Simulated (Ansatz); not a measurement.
Functionals compared on the (10-12) surface of hcp Os in its 1x1 cell, outermost plane spacing 0.54 Å in the ideal cut (one of several cuts of this face), in Ansatz (plane waves, PAW). The structure was relaxed with PBE; the other rows are single points on it, each with its references at the same level. Cutoff 420 eV (500 eV for r2SCAN).

Slab: 14 atoms, 10.2 Å thick at the start (thin: gaps and levels are the slab's own); k 14x6x1, smearing 0.1 eV, dipole-corrected; all atoms relaxed; start symmetry kept, larger cells not searched; no spin, no spin-orbit, no U. These notes are the PBE run's.

| functional | surface energy (J/m²) | work function of the top face (eV) | rough cost of the single point |
|---|---|---|---|
| PBE | 3.80 | 4.85 | – |
| LDA | 4.40 | 5.18 | around 2.9 core-minutes (rough) |
| PBEsol | [?] | [?] | very roughly 4 core-minutes |
| RPBE | 3.56 | 4.70 | about 4 core-minutes (a rough figure) |
| r2SCAN | 4.08 | 4.87 | very roughly 6 core-minutes |

What belongs in the gaps?


- PBEsol, surface energy (J/m²): 4.26
- PBEsol, work function of the top face (eV): 4.96

Ansatz is a quantum-chemistry and plane-wave program.
